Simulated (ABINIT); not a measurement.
Worked example: self-consistent single point of ZnO (P6_3mc, 4 atoms in the cell) in ABINIT.

Method: LDA (PW92), PAW (JTH v2.0 LDA PAW) (plane waves; ABINIT).

```
ZnO
1.0
    3.23735     0.00000     0.00000
   -1.61868     2.80363     0.00000
    0.00000     0.00000     5.22206
Zn O
2 2
Direct
  0.66667   0.33333   0.50059
  0.33333   0.66667   0.00059
  0.66667   0.33333   0.87972
  0.33333   0.66667   0.37972
```

Reference input (self-consistent single point, DFT, PBE, plane waves, PAW (JTH v2.0 PBE PAW)): pseudos = [Zn.GGA_PBE-JTH.xml, O.GGA_PBE-JTH.xml]; ecut = 60 Ry; pawecutdg = 120 Ry; pawxcdev = 0; ixc = 11; occopt = 3; tsmear = 0.01 eV; ngkpt = 6 6 4; nshiftk = 1; shiftk = 0 0 0; potentials = JTH v2.0 PBE PAW; nband = 24. This run's input differs from it in these lines:

```diff
@@ -1,4 +1,4 @@
-# ZnO, JTH v2.0 PBE PAW
+# ZnO, JTH v2.0 LDA PAW
 pp_dirpath "./"
-pseudos "Zn.GGA_PBE-JTH.xml, O.GGA_PBE-JTH.xml"
+pseudos "Zn.LDA_PW-JTH.xml, O.LDA_PW-JTH.xml"
 acell 3*1.0
@@ -20,3 +20,3 @@
 pawxcdev 0
-ixc 11
+ixc 7
 occopt 3
```

Its files differ too (potentials: JTH v2.0 PBE PAW → JTH v2.0 LDA PAW).

Output (repeated stretches shortened):

```
--- !BeginCycle
solver: {iscf: 17, nstep: 50, nline: 4, wfoptalg: 10, }
tolerances: {toldfe: 1.00E-09, }
...

     iter   Etot(hartree)      deltaE(h)  residm     nres2
 ETOT  1  -159.48663242524    -1.595E+02 8.837E+00 1.642E+01
 ETOT  2  -161.50796275224    -2.021E+00 7.522E-01 8.624E+01
 ETOT  3  -161.42199010096     8.597E-02 2.488E-01 3.584E+01
 ETOT  4  -161.39612199650     2.587E-02 8.902E-02 9.179E+00
 ETOT  5  -161.40774301686    -1.162E-02 3.038E-02 9.308E+00
   [... 14 lines left out ...]
 ETOT 20  -161.40107483524     1.816E-09 6.831E-04 4.475E-06
 ETOT 21  -161.40107482394     1.130E-08 6.267E-05 1.693E-06
 ETOT 22  -161.40107482307     8.705E-10 4.919E-04 1.617E-06
 ETOT 23  -161.40107482235     7.222E-10 4.347E-05 3.613E-07
 At SCF step   23, etot is converged :
  for the second time, diff in etot=  7.222E-10 < toldfe=  1.000E-09

 Cartesian components of stress tensor (hartree/bohr^3)
  sigma(1 1)=  2.53477867E-04  sigma(3 2)=  0.00000000E+00
  sigma(2 2)=  2.53477867E-04  sigma(3 1)=  0.00000000E+00
  sigma(3 3)=  2.46301301E-04  sigma(2 1)= -6.17967659E-14

 ----iterations are completed or convergence reached----

 reduced coordinates (array xred) for    4 atoms
       0.666666666667      0.333333333333      0.500590000001
       0.333333333333      0.666666666667      0.000590000001
       0.666666666667      0.333333333333      0.879719999997
       0.333333333333      0.666666666667      0.379719999997
 cartesian forces (eV/Angstrom) at end:
    1     -0.00000000000000    -0.00000000000000    -0.00007301799497
   [... lines left out ...]
 Fermi (or HOMO) energy (hartree) =   0.23365   Average Vxc (hartree)=  -0.39300
 Fermi (or HOMO) energy (eV) =   6.35784   Average Vxc (eV)= -10.69395
   [... lines left out ...]
'-kT*entropy'       : -9.29162558569468E-16
total_energy        : -1.61401013055903E+02
total_energy_eV     : -4.39194492165704E+03
...

-Cartesian components of stress tensor (GPa)         [Pressure= -7.3872E+00 GPa]
- sigma(1 1)=  7.45757505E+00  sigma(3 2)=  0.00000000E+00
- sigma(2 2)=  7.45757505E+00  sigma(3 1)=  0.00000000E+00
- sigma(3 3)=  7.24643323E+00  sigma(2 1)= -1.81812332E-09

 Calculation completed.
```

The run converged in 23 iterations. Against the reference run the pressure goes from 4.81 to -7.39 GPa, the largest force moves little (0.004 to 0.000 eV/Å) and the gap on the mesh goes from 0.793 to 0.723 eV.

The starting cell comes from a database of computed structures (which also holds hypothetical and non-ambient phases and stackings), without a prior relaxation at this level. With a pressure of about -7 GPa the cell is away from its equilibrium volume at this level.

Cost on one core of a shared machine: roughly 60 s.
